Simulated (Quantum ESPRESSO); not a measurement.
Worked example: self-consistent single point of LaSiPt (I4_1md, 6 atoms in the cell) in Quantum ESPRESSO.

Computed with PBEsol, GBRV 1.5 ultrasoft (PBESOL) pseudopotentials (plane waves; Quantum ESPRESSO).

The change in words: lattice scaled by 0.98. Reference geometry:
```
CELL_PARAMETERS angstrom
      2.17115    -2.17115     7.42984
      2.17115     2.17115     7.42984
     -2.17115    -2.17115     7.42984
ATOMIC_POSITIONS crystal
  La 0.00000 0.32996 0.32996
  La 0.50000 0.57996 0.07996
  Si 0.00000 0.74963 0.74963
  Si 0.50000 0.99963 0.49963
  Pt 0.00000 0.91741 0.91741
  Pt 0.50000 0.16741 0.66741
```

Reference input (self-consistent single point, DFT, PBEsol, plane waves, GBRV 1.5 ultrasoft (PBESOL) pseudopotentials): ecutwfc = 40 Ry; ecutrho = 320 Ry; occupations = smearing; smearing = fermi-dirac; degauss = 0.0073499 Ry; potentials = {La: la_pbesol_v1.uspp.F.UPF, Si: si_pbesol_v1.uspp.F.UPF, Pt: pt_pbesol_v1.4.uspp.F.UPF}; K_POINTS = automatic 6 6 6 0 0 0; conv_thr = 1e-10 Ry; mixing_beta = 0.3. This run's input differs from it in these lines:

```diff
@@ -10,4 +10,4 @@
     ibrav = 7,
-    celldm(1) = 8.205769089,
-    celldm(3) = 3.42206928761,
+    celldm(1) = 8.041653934,
+    celldm(3) = 3.42206905951,
     nat = 6,
```

Output, abridged:

```
     Self-consistent Calculation

     iteration #  1     ecut=    40.00 Ry     beta= 0.30

     negative rho (up, down):  4.630E-01 0.000E+00

     total energy              =    -643.12486062 Ry
     estimated scf accuracy    <       6.44211207 Ry

     iteration #  2     ecut=    40.00 Ry     beta= 0.30

     negative rho (up, down):  4.678E-01 0.000E+00

     total energy              =    -645.04782682 Ry
     estimated scf accuracy    <       1.40511806 Ry

     iteration #  3     ecut=    40.00 Ry     beta= 0.30

     negative rho (up, down):  4.724E-01 0.000E+00

     total energy              =    -644.95865515 Ry
     estimated scf accuracy    <       0.27975953 Ry

   [... 13 blocks of this kind left out ...]

     iteration # 17     ecut=    40.00 Ry     beta= 0.30

     negative rho (up, down):  4.569E-01 0.000E+00

     total energy              =    -645.11274052 Ry
     estimated scf accuracy    <          6.6E-10 Ry

     iteration # 18     ecut=    40.00 Ry     beta= 0.30

     negative rho (up, down):  4.569E-01 0.000E+00
     End of self-consistent calculation

     the Fermi energy is    13.3531 ev

!    total energy              =    -645.11274052 Ry
     estimated scf accuracy    <          3.3E-11 Ry
     smearing contrib. (-TS)   =      -0.00908469 Ry
     internal energy E=F+TS    =    -645.10365583 Ry

     convergence has been achieved in  18 iterations

     negative rho (up, down):  4.569E-01 0.000E+00

     Forces acting on atoms (cartesian axes, Ry/au):

     atom    1 type  1   force =     0.00000000   -0.00000000   -0.00021595
     atom    2 type  1   force =     0.00000000   -0.00000000   -0.00021595
     atom    3 type  2   force =     0.00000000    0.00000000   -0.00038715
     atom    4 type  2   force =     0.00000000    0.00000000   -0.00038715
     atom    5 type  3   force =     0.00000000    0.00000000    0.00060311
   [... lines left out ...]
     Total force =     0.001059     Total SCF correction =     0.000001
   [... lines left out ...]

     negative rho (up, down):  4.569E-01 0.000E+00
          total   stress  (Ry/bohr**3)                   (kbar)     P=      -23.17
  -0.00014679   0.00000000  -0.00000000          -21.59        0.00       -0.00
   0.00000000  -0.00014679   0.00000000            0.00      -21.59        0.00
  -0.00000000   0.00000000  -0.00017887           -0.00        0.00      -26.31

   JOB DONE.
```

The run converged in 18 iterations. Against the reference run the free energy goes down by 44.2 meV/atom, the pressure goes from -8.14 to -2.32 GPa and the largest force goes from 0.022 to 0.016 eV/Å.

The starting cell comes from a database of computed structures (which also holds hypothetical and non-ambient phases and stackings), without a prior relaxation at this level. Its lattice was rescaled by a random factor within 2.5 % of one. For this run, on top of that: lattice scaled by 0.98. Spin polarisation is off.

Cost on one core of a shared machine: roughly 6 min.
